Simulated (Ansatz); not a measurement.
The reference is PbS in the rock salt structure (space group Fm-3m, No. 225).

```cif
data_PbS
_chemical_formula_sum 'S1 Pb1'
_space_group_name_H-M_alt 'P 1'
_space_group_IT_number 1
_cell_length_a 4.17383
_cell_length_b 4.17383
_cell_length_c 4.17383
_cell_angle_alpha 60.000
_cell_angle_beta 60.000
_cell_angle_gamma 60.000
loop_
_space_group_symop_operation_xyz
  'x, y, z'
loop_
_atom_site_label
_atom_site_type_symbol
_atom_site_fract_x
_atom_site_fract_y
_atom_site_fract_z
_atom_site_occupancy
S1 S 0.00000 0.00000 0.00000 1
Pb1 Pb 0.50000 0.50000 0.50000 1
```

Level of theory: DFT with PBEsol, PAW potentials and a 420 eV plane-wave cutoff in Ansatz (an electronic-structure program), no spin-orbit coupling.

One change was made to it. Results:

The shortest interatomic distance shrinks by 0.2256 Å (2.951 Å → 2.726 Å); the density increases by 1.81 g/cm³, from 7.73 g/cm³ to 9.54 g/cm³; the band gap becomes zero (base: 0.19 eV).

Task: Name the change that was made.
A) S → Te
B) Pb → Hg
C) Pb → Pt

Result: B, Pb → Hg. For comparison, the shortest interatomic distance in the other runs: S → Te gives 3.221 Å; Pb → Pt gives 2.488 Å.

Spin-orbit coupling, missing from the scalar runs, can matter with Pb and Te. Stability against distortions was not tested. As relaxed here, PtS is a hypothetical phase, not in the database extracts checked. For HgS in this form, whether it has been made was not checked. All final runs are without spin polarisation. This is not the structure that HgS has at room temperature and ambient pressure. The zero or small gap of PbS can change with the level of theory.
